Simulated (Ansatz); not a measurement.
# Effect of biaxial strain −0.14 %, plane normal [111], relaxed out of plane on MgO

The parent structure is MgO in the rock salt structure (space group Fm-3m, No. 225; a = 4.2044 Å). Axes: x, y, z lie along the cube axes.

It is then changed as follows: biaxial strain −0.14 %, plane normal [111], relaxed out of plane (Cartesian); in-plane vectors clamped, the third vector and the atoms free.

Calculations: plane-wave PAW DFT at the r2SCAN level (Ansatz, a program for electronic structure, 500 eV), scalar-relativistic without spin-orbit coupling. k-mesh 13×13×13 (Γ-centred); smearing 0.05 eV (Fermi–Dirac).

```json
[
 {"quantity": "volume per atom", "base": "9.29 Å³", "changed": "9.27 Å³", "shift": "-0.02 Å³"},
 {"quantity": "space group", "base": "Fm-3m (No. 225)", "changed": "R-3m (No. 166)", "shift": "–"},
 {"quantity": "shortest interatomic distance", "base": "2.102 Å", "changed": "2.101 Å", "shift": "-0.0016 Å"},
 {"quantity": "energy relative to the base (free energy F)", "base": "0 meV/atom", "changed": "0.0 meV/atom", "shift": "0.0 meV/atom"},
 {"quantity": "pressure (mean of the normal stresses, compression positive)", "base": "0.01 GPa", "changed": "0.40 GPa", "shift": "+0.39 GPa"},
 {"quantity": "band gap", "base": "5.68 eV", "changed": "5.70 eV", "shift": "+0.02 eV"},
 {"quantity": "gap character", "base": "direct at Γ", "changed": "direct at Γ", "shift": "–"},
 {"quantity": "electron mass", "base": "0.36 mₑ (at Γ)", "changed": "0.36 mₑ (at Γ)", "shift": "–"},
 {"quantity": "valence-band top at Γ (three highest levels, from the VBM)", "base": "0.00, 0.00, 0.00 eV", "changed": "0.00, 0.00, -0.01 eV", "shift": "–"},
 {"quantity": "out-of-plane strain", "base": "–", "changed": "+0.05 %", "shift": "–"},
 {"quantity": "mean in-plane stress (compression positive)", "base": "–", "changed": "+0.6 GPa", "shift": "–"}
]
```

Final structure (turned so that z lies along the plane normal):

```
CELL_PARAMETERS angstrom
      2.96878     0.00000     0.00000
      1.48439     2.57104     0.00000
      1.48439    -0.85701     2.42859
ATOMIC_POSITIONS crystal
  O  0.00000 0.00000 0.00000
  Mg 0.00000 0.50000 0.50000
```

Effective masses come from finite differences of ±0.01 Å⁻¹. No phonon test of stability was made. Labels are those of the standard path for the cell's own space group.
